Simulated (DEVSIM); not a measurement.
Device: illuminated GaAs p-on-n cell, one wavelength, at 300 K.

Layer 1 from the left is GaAs, thickness (μm) 0.210, Na (cm⁻³) 9e17, τn (s) 4.1e-11, τp (s) 1.6e-10, absorption coefficient (cm⁻¹) 13000. Layer 2 from the left is GaAs, thickness (μm) 1.60, Nd (cm⁻³) 1.5e15, τn (s) 1.1e-9, τp (s) 1.1e-9, absorption coefficient (cm⁻¹) 13000.

Left contact: ohmic, minority electron recombination velocity 2e6 cm/s. Right contact: ohmic, minority hole recombination velocity 1e5 cm/s. Voltage is applied to the left contact. Recombination: SRH at mid-gap, radiative, Auger. Light enters at the left, 1.8e17 photons cm⁻² s⁻¹, one pass, no reflection. Mobility is constant in doping.

Constants are typed, rounded textbook-type inputs, not results; the design itself was drawn at random and stands for no fabricated device. Values at 300 K.

GaAs: gap (eV) 1.424, affinity (eV) 4.07, permittivity 12.9, Nc (cm⁻³) 4.7e17, Nv (cm⁻³) 9e18, μn (cm²/Vs) 8500, μp (cm²/Vs) 400, B (cm³/s) 2e-10, Cn (cm⁶/s) 1e-30, Cp (cm⁶/s) 1e-30.

DEVSIM, 1D drift-diffusion, Boltzmann statistics, complete ionisation; no tunnelling, impact ionisation, image-force lowering or self-heating.

**Question.** What does the simulation give for the largest field in the device at zero bias, the fill factor?

**Answer.** largest field in the device at zero bias 52000 V/cm; fill factor 0.75.
